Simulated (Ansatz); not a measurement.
Consider interstitial H in rock-salt MgO, charge state -1. Calculation: PBE, PAW (plane waves to 420 eV; Ansatz, a first-principles code).

Settings: 64 host sites, the relaxed PBE lattice, the Γ point alone, smearing 0.01 eV, spin-restricted, no image-charge correction. Static, classical nuclei. The charge state is imposed; whether it is stable for some Fermi level was not computed. Sites that were not tried may lie lower.

Barriers: single points on a 2×2×2 k-point mesh shifted by half a step at the bands' geometries.

Relaxed starting cell (atoms counted from 1):

```xyz
65
Lattice="8.5072 0.0000 0.0000 0.0000 8.5072 0.0000 0.0000 0.0000 8.5072" Properties=species:S:1:pos:R:3 pbc="T T T"
Mg    -0.0025    -0.0025     0.0104
Mg    -0.0020    -0.0021     4.2609
Mg    -0.0020     4.2480     0.0109
Mg    -0.0191     4.2700     4.2829
Mg     4.2481    -0.0021     0.0109
Mg     4.2701    -0.0192     4.2829
Mg     4.2701     4.2700    -0.0062
Mg     4.2271     4.2271     4.2400
O      2.1211    -0.0287    -0.0157
O      2.1248     0.0007     4.2651
O      2.1248     4.2522     0.0136
O      1.9765     4.4006     4.4134
O      6.3792    -0.0021     0.0108
O      6.4058    -0.0287     4.2689
O      6.4057     4.2560    -0.0158
O      6.3764     4.2523     4.2651
Mg    -0.0191     2.1070     2.1199
Mg    -0.0020     2.1290     6.3920
Mg    -0.0020     6.3791     2.1419
Mg    -0.0025     6.3795     6.3925
Mg     4.2271     2.1500     2.1629
Mg     4.2701     2.1070     6.4091
Mg     4.2700     6.3962     2.1200
Mg     4.2481     6.3791     6.3920
O      1.9766     1.9766     1.9894
O      2.1248     2.1248     6.3893
O      2.1248     6.3764     2.1377
O      2.1211     6.4057     6.4186
O      6.3764     2.1248     2.1377
O      6.4058     2.1211     6.4187
O      6.4058     6.4058     2.1340
O      6.3792     6.3792     6.3921
Mg     2.1070    -0.0191     2.1199
Mg     2.1290    -0.0021     6.3920
Mg     2.1501     4.2270     2.1629
Mg     2.1071     4.2700     6.4091
Mg     6.3791    -0.0021     2.1419
Mg     6.3796    -0.0025     6.3925
Mg     6.3962     4.2700     2.1200
Mg     6.3792     4.2480     6.3920
O     -0.0286    -0.0286     2.1340
O     -0.0021    -0.0021     6.3921
O      0.0007     4.2522     2.1377
O     -0.0287     4.2560     6.4186
O      4.2523     0.0007     2.1377
O      4.2560    -0.0287     6.4187
O      4.4005     4.4006     1.9894
O      4.2523     4.2522     6.3893
Mg     2.1071     2.1070    -0.0063
Mg     2.1500     2.1500     4.2400
Mg     2.1291     6.3791     0.0109
Mg     2.1071     6.3962     4.2829
Mg     6.3791     2.1290     0.0109
Mg     6.3963     2.1070     4.2829
Mg     6.3796     6.3795     0.0105
Mg     6.3792     6.3791     4.2609
O     -0.0286     2.1211    -0.0157
O      0.0007     2.1248     4.2651
O     -0.0021     6.3792     0.0108
O     -0.0287     6.4057     4.2689
O      4.2523     2.1248     0.0136
O      4.4006     1.9764     4.4135
O      4.2560     6.4058    -0.0158
O      4.2523     6.3764     4.2651
H      3.1887     3.1885     3.2016
```
Cell charge -1.

End state 1 differs by these moves (Å; atoms that move under 0.08 Å are left out):

```json
[
 {"atom": "12", "element": "O", "Δx": "0.30", "Δy": "0.00", "Δz": "0.00"},
 {"atom": "25", "element": "O", "Δx": "0.30", "Δy": "0.00", "Δz": "0.00"},
 {"atom": "43", "element": "O", "Δx": "-0.15", "Δy": "0.15", "Δz": "-0.15"},
 {"atom": "47", "element": "O", "Δx": "-0.15", "Δy": "-0.15", "Δz": "0.15"},
 {"atom": "58", "element": "O", "Δx": "-0.15", "Δy": "-0.15", "Δz": "0.15"},
 {"atom": "62", "element": "O", "Δx": "-0.15", "Δy": "0.15", "Δz": "-0.15"},
 {"atom": "65", "element": "H", "Δx": "-2.13", "Δy": "0.00", "Δz": "0.00"}
]
```

Problem. Give the forward and backward barriers to end state 1 at the level PBE, PAW.

Solution. forward 0.88 eV, backward 0.88 eV; at the saddle point atom 65 has neighbours 2 Mg at 1.65; 2 O at 1.95 Å. The program found a first-order saddle point.
